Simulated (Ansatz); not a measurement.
Ge, pressure series

The parent structure is Ge in the diamond structure (space group Fd-3m, No. 227).

```cif
data_Ge2
_chemical_formula_sum 'Ge2'
_space_group_name_H-M_alt 'P 1'
_space_group_IT_number 1
_cell_length_a 4.01365
_cell_length_b 4.01365
_cell_length_c 4.01365
_cell_angle_alpha 60.000
_cell_angle_beta 60.000
_cell_angle_gamma 60.000
loop_
_space_group_symop_operation_xyz
  'x, y, z'
loop_
_atom_site_label
_atom_site_type_symbol
_atom_site_fract_x
_atom_site_fract_y
_atom_site_fract_z
_atom_site_occupancy
Ge1 Ge 0.50000 0.50000 0.50000 1
Ge2 Ge 0.75000 0.75000 0.75000 1
```

Cell and atoms are relaxed at each pressure.

All numbers come from PBEsol (Ansatz, a first-principles code; PAW; 420 eV plane waves; no spin-orbit coupling).

Two rows of this table had their results exchanged by mistake.

```json
[
 {"pressure": "pressure −2 GPa", "volume per atom (Å³)": "23.60", "shortest distance (Å)": "2.484", "band gap": "zero"},
 {"pressure": "pressure −1 GPa", "volume per atom (Å³)": "23.21", "shortest distance (Å)": "2.470", "band gap": "zero"},
 {"pressure": "pressure 1.8 GPa", "volume per atom (Å³)": "22.28", "shortest distance (Å)": "2.437", "band gap": "0.13 eV"},
 {"pressure": "pressure 4.2 GPa", "volume per atom (Å³)": "21.63", "shortest distance (Å)": "2.413", "band gap": "0.26 eV"},
 {"pressure": "pressure 9 GPa", "volume per atom (Å³)": "16.63", "shortest distance (Å)": "2.210", "band gap": "zero"},
 {"pressure": "pressure 18 GPa", "volume per atom (Å³)": "19.17", "shortest distance (Å)": "2.318", "band gap": "0.20 eV"},
 {"pressure": "pressure 30 GPa", "volume per atom (Å³)": "17.83", "shortest distance (Å)": "2.262", "band gap": "0.06 eV"},
 {"pressure": "pressure 45 GPa", "volume per atom (Å³)": "20.59", "shortest distance (Å)": "2.374", "band gap": "0.33 eV"},
 {"pressure": "pressure 60 GPa", "volume per atom (Å³)": "15.72", "shortest distance (Å)": "2.169", "band gap": "zero"}
]
```

### Question
Which two?

### Answer
The rows for pressure 9 GPa and pressure 45 GPa: the volume has to fall steadily with pressure, so 20.59 Å³ belongs to pressure 9 GPa and 16.63 Å³ to pressure 45 GPa.

Load acts through the strain it causes; cell and atoms are relaxed under it. Whether these cells are dynamically stable was not tested. Measured, Ge leaves this structure (for the β-tin structure) near 10.6 GPa (room temperature; as listed in arXiv:1906.07825). The zero or small gap of Ge can change with the level of theory.
